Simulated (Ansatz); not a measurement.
The starting structures come from a database of crystals and need not be the phases stable at ambient conditions.

By PBEsol, the system below comes out a metal.

The ballistic (Sharvin) conductance counts the channels at the Fermi level: G/A = (e²/h) × channels of both spins per area.

Data:

```
Sb
1.0
    4.44771     0.00000     0.00000
   -2.22386     3.85183     0.00000
    2.22386     1.28394     1.81577
Sb
1
Cartesian
  0.00000   0.00000   0.00000
```

The cell is strained (all lengths scaled by 1.02); by PBEsol it stands under a pressure of -4.3 GPa.

The current flows along the normal of the first two printed cell vectors, the (111) plane of the conventional cell. No spin-orbit coupling; the value is a mean over 0.1 eV about the Fermi level.

**Question.** State the ballistic conductance per area according to Ansatz (a quantum-chemistry and plane-wave program) with PBEsol.

**Answer.** 1.2 × 10¹⁵ S/m² for both spins.
